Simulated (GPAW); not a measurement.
Band structure of Mg6TiCo (Amm2, 8 atoms in the cell).

```
Mg6TiCo
1.0
    4.71661     0.00000     0.00000
    0.00000     3.01837     5.49984
    0.00000    -3.01837     5.49984
Mg Ti Co
6 1 1
Direct
  0.00000   0.82406   0.34412
  0.00000   0.34412   0.82406
  0.00000   0.32897   0.32897
  0.50000   0.68208   0.16122
  0.50000   0.16122   0.68208
  0.50000   0.16700   0.16700
  0.50000   0.69253   0.69253
  0.00000   0.80003   0.80003
```

Method of the run: PBEsol, GPAW PAW datasets PBEsol (made by gpaw-setup) (plane waves; GPAW 25.7.0).

Settings: mode = pw; ecut = 850 eV; xc = PBEsol; kpts = 4 3 3; mesh shift (steps) = 0 0 0; occupations.name = methfessel-paxton; occupations.width = 0.1 eV; occupations.order = 0; nbands = -14; symmetry.symmorphic = false; symmetry.tolerance = 0.0005; maxiter = 150; bandpath_npoints = 40.

The starting cell comes from a database of computed structures (which also holds hypothetical and non-ambient phases and stackings), without a prior relaxation at this level. Spin polarisation is off.

Levels in eV from the Fermi level, bands 38 to 44:
```json
[
 {"point": "Γ", "38": "-0.91", "39": "-0.80", "40": "-0.38", "41": "-0.24", "42": "0.25", "43": "0.32", "44": "0.82"},
 {"point": "X", "38": "-0.24", "39": "-0.19", "40": "-0.09", "41": "0.40", "42": "0.88", "43": "1.20", "44": "1.34"},
 {"point": "S", "38": "-0.14", "39": "-0.06", "40": "-0.03", "41": "0.31", "42": "0.79", "43": "0.90", "44": "1.07"},
 {"point": "R", "38": "-1.06", "39": "-0.87", "40": "-0.53", "41": "-0.34", "42": "0.13", "43": "0.98", "44": "1.29"},
 {"point": "A", "38": "-0.99", "39": "-0.85", "40": "-0.17", "41": "0.35", "42": "0.64", "43": "0.94", "44": "1.12"},
 {"point": "Z", "38": "-0.87", "39": "-0.81", "40": "-0.76", "41": "-0.38", "42": "-0.19", "43": "-0.11", "44": "0.75"},
 {"point": "Y", "38": "-0.41", "39": "-0.30", "40": "-0.24", "41": "0.43", "42": "0.79", "43": "0.85", "44": "1.07"},
 {"point": "X1", "38": "-0.24", "39": "-0.19", "40": "-0.09", "41": "0.40", "42": "0.88", "43": "1.20", "44": "1.34"},
 {"point": "A1", "38": "-0.99", "39": "-0.85", "40": "-0.17", "41": "0.35", "42": "0.64", "43": "0.94", "44": "1.12"},
 {"point": "T", "38": "-1.20", "39": "-0.92", "40": "-0.62", "41": "-0.20", "42": "0.74", "43": "1.22", "44": "1.36"}
]
```

Bands cross the Fermi level along this path, so the cell is metallic at this level.
